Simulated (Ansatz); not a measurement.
**How the lattice constant a of Ti2B2Si (model structure, started from the Ti2InB2 type, P-6m2, No. 187, 5 atoms in the cell) moves with the method**

No measured value is used here.

| level (code) | value (Å) |
|---|---|
| LDA (Ansatz) | 2.965 |
| PBE (Ansatz) | 3.009 |
| PBEsol (Ansatz) | 2.988 |
| r²SCAN (Ansatz) | 3.000 |

The crystal itself was run without spin with LDA, PBE, PBEsol, r²SCAN; a magnetic state was not tried in these runs. LDA, PBE, PBEsol, r²SCAN: the run has no spin polarisation, so it can have missed a magnetic state. Cutoffs differ between the levels. Ansatz's density-functional and Hartree–Fock values are scalar-relativistic unless marked +SOC, with PAW data made under PBE.

A model structure was made by putting elements into a prototype or built by hand; it is no filed structure, need not be a known phase, and can be a saddle point held by its symmetry.

Ansatz is an electronic-structure program.
